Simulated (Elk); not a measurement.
Band structure of Be (P6_3/mmc, 2 atoms in the cell).

```
CELL_PARAMETERS angstrom
      1.14500    -1.98320     0.00000
      1.14500     1.98320     0.00000
      0.00000     0.00000     3.58000
ATOMIC_POSITIONS crystal
  Be 0.33333 0.66667 0.25000
  Be 0.66667 0.33333 0.75000
```

Method of the run: Elk with PBE, all-electron FP-LAPW, Elk's shipped species files, APW+lo basis with extra local orbitals.

Settings: xctype = 20; rgkmax = 8; swidth = 0.00367493 Ha; ngridk = 16 16 9; gmaxvr = 16 1/bohr; nxlo = 2; lorbcnd = true; lmaxi = 2; maxscl = 100.

The starting cell has typed, rounded lattice constants, without a prior relaxation at this level. Values depend on the basis (sphere radii, cutoffs, local orbitals), which need not be converged.

Levels in eV from the Fermi level, bands 1 to 6:
| point | 1 | 2 | 3 | 4 | 5 | 6 |
|---|---|---|---|---|---|---|
| Γ | -11.15 | -4.25 | 1.19 | 15.50 | 15.50 | 18.33 |
| M | -4.90 | -3.10 | 3.61 | 6.46 | 6.69 | 9.12 |
| K | -2.41 | -1.01 | -1.01 | 6.60 | 6.60 | 6.76 |
| A | -8.99 | -8.99 | 10.72 | 10.72 | 17.14 | 17.14 |
| L | -3.52 | -3.52 | 1.51 | 1.51 | 11.70 | 11.70 |
| H | -1.10 | -1.10 | 0.40 | 0.40 | 6.08 | 6.08 |

Bands cross the Fermi level along this path, so the cell is metallic at this level.
